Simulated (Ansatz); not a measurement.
## Re: alloy series

Consider Re in the hcp (Mg type) structure (space group P6_3/mmc, No. 194).

```cif
data_Re2
_chemical_formula_sum 'Re2'
_space_group_name_H-M_alt 'P 1'
_space_group_IT_number 1
_cell_length_a 2.75083
_cell_length_b 2.75083
_cell_length_c 4.44144
_cell_angle_alpha 90.000
_cell_angle_beta 90.000
_cell_angle_gamma 120.000
loop_
_space_group_symop_operation_xyz
  'x, y, z'
loop_
_atom_site_label
_atom_site_type_symbol
_atom_site_fract_x
_atom_site_fract_y
_atom_site_fract_z
_atom_site_occupancy
Re1 Re 0.33333 0.66667 0.75000 1
Re2 Re 0.66667 0.33333 0.25000 1
```

The other end (x = 1) is Ti in the hcp (Mg type) structure (space group P6_3/mmc, No. 194): 16.73 Å³/atom, gap zero.

Ti replaces a fraction x of Re; each row is one arrangement (x, atoms in the cell, starting space group or random), fully relaxed.

All numbers come from Ansatz (an electronic-structure program), PBEsol, PAW, cutoff 420 eV, scalar-relativistic without spin-orbit coupling.

Notes on the quantities. mixing energy: to 0.01 eV only: unlike meshes or grids.

```
variant                       volume per atom  mixing energy
----------------------------  ---------------  -------------
base                                 14.55 Å³              –
x(Ti) = 0.375, 8 atoms, Pmm2         14.68 Å³  -0.30 eV/atom
x(Ti) = 0.625, 8 atoms, Pmm2         15.23 Å³  -0.33 eV/atom
x(Ti) = 0.75, 8 atoms, C2            15.71 Å³  -0.06 eV/atom
x(Ti) = 0.75, 4 atoms, Imm2          15.71 Å³  -0.25 eV/atom
```

Each cell is one ordered arrangement of few atoms, which overstates ordering effects compared with a random alloy. Spin-orbit coupling, missing from the scalar runs, can matter with Re. Stability against distortions was not tested. The final runs are not spin-polarised. An odd electron count without spin: Ti3Re5, Ti5Re3 and Ti3Re. Under x(Ti) = 0.375, 8 atoms, Pmm2, x(Ti) = 0.625, 8 atoms, Pmm2 and x(Ti) = 0.75, 4 atoms, Imm2 the cell changed shape so far that it is another structure.
